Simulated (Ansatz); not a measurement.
**ZrSi2: H interstitial (started 1.82 Å from the nearest host atom), symmetric start**

Base system: a 12-atom supercell of ZrSi₂ (space group Cmcm, No. 63; a = 3.689 Å, b = 14.858 Å, c = 3.667 Å) at its relaxed geometry.

Perturbation: a neutral H interstitial (started 1.82 Å from the nearest host atom), symmetric start, atoms relaxed at fixed cell.

Calculations: r2SCAN, PAW, 500 eV (Ansatz, a first-principles code; without spin-orbit coupling). k-mesh 5×7×7 (Γ-centred); smearing 0.05 eV (Fermi–Dirac).

```csv
quantity,base,changed,shift
pressure,0.0 GPa,2.8 GPa,+2.8 GPa
largest displacement of a host atom from its site in the perfect cell,–,0.06 Å,–
final site of the added atom,–,2 Zr at 1.85 Å (linear),–
```

Cost of the whole job for the changed cell (relaxation, final SCF and bands): about 9 core-minutes (a rough figure).

In so small a cell the defect repeats every few ångströms: this is an ordered compound, not a dilute defect. The defect started on the symmetric site and kept its symmetry, so it may sit on a saddle. The final runs are not spin-polarised. The defect cell is not spin-polarised.
